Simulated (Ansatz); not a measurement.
```
CELL_PARAMETERS angstrom
      0.00000     2.67827     2.67827
      2.67827     0.00000     2.67827
      2.67827     2.67827     0.00000
ATOMIC_POSITIONS crystal
  S  0.25000 0.25000 0.25000
  Zn 0.00000 0.00000 0.00000
```

Another polymorph of this substance is known too; which is more stable was not tested here. The cell is fixed at its relaxed static size. Melting and transitions to other phases are not modelled. An odd repeat of the supercell leaves out some zone-boundary points, where instabilities often lie.

Problem. Estimate each atom's mean-square displacement (sum over three axes) at 600 K from path-integral sampling on the energy surface fitted in the stochastic self-consistent harmonic approximation in a 3×3×3 supercell, Ansatz (an electronic-structure program), PBEsol functional, plane-wave PAW.

Solution. S1 0.046 Å², Zn2 0.064 Å². Waves longer than the supercell are missing, so the values are low for an infinite crystal. Over all wave vectors of the supercell the softest harmonic mode is 64 cm⁻¹ at q = (0.00, 0.00, 0.33); the softest of the Hessian is 62 cm⁻¹ at q = (0.00, 0.00, 0.33) at 300 K (error under 1; the run's verdict: stable), 61 cm⁻¹ at q = (0.00, 0.00, 0.33) at 600 K (error under 1; the run's verdict: stable).
